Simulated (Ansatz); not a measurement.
NaF (Fm-3m), PBEsol, rigid bands run with Ansatz (a program for electronic structure): N_c = 1.05e19 cm⁻³ at 300 K and an electron conductivity mass of 0.567 mₑ.

Question: For 1e16 electrons per cm³ at 300 K, place the Fermi level, estimate the Seebeck coefficient of a parabolic band with constant τ, and give mobility and conductivity for τ = 50 fs.

Answer: The level lies k_BT ln(N_c/n) = 0.180 eV below the conduction-band minimum. S ≈ −(k_B/e)[ln(N_c/n) + 5/2] = -815 μV/K, against -815 μV/K from the full bands (mean over directions). μ = eτ/m = 155 cm²/(V·s) and σ = neμ = 0.248 S/cm. τ is assumed, not computed.

Band transport and this doping are assumed; polarons and phonon drag are left out. Spin-orbit coupling is left out.
